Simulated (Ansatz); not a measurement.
The starting structures come from a database of crystals and need not be the phases stable at ambient conditions.

 Where the default PAW files enter, the runs use the earlier of Ansatz's two default sets.

```
CELL_PARAMETERS angstrom
      5.51960     0.00000     0.00000
      0.00000     5.58261     0.00000
      0.00000     2.27156     5.02479
ATOMIC_POSITIONS crystal
  Co 0.50188 0.21219 0.27179
  Co 0.49812 0.78781 0.72821
  Co 0.00188 0.28781 0.72821
  Co 0.99812 0.71219 0.27179
  P  0.12623 0.13237 0.15798
  P  0.87377 0.86763 0.84202
  P  0.62623 0.36763 0.84202
  P  0.37377 0.63237 0.15798
  P  0.62737 0.81823 0.33937
  P  0.37263 0.18177 0.66063
  P  0.12737 0.68177 0.66063
  P  0.87263 0.31823 0.33937
```

Space group of this cell: P2_1/c. The cell is taken as given.

Transport runs along the normal of the first two printed cell vectors.

No gap correction and no spin-orbit coupling; mid-gap values are interpolated between computed energies.

Predict the band gap and the smallest decay constant κ at mid-gap from Ansatz (a first-principles code) with r2SCAN.

Gap 0.56 eV on a 6×6×6 mesh; κ = 0.114 1/Å, at the zone centre.
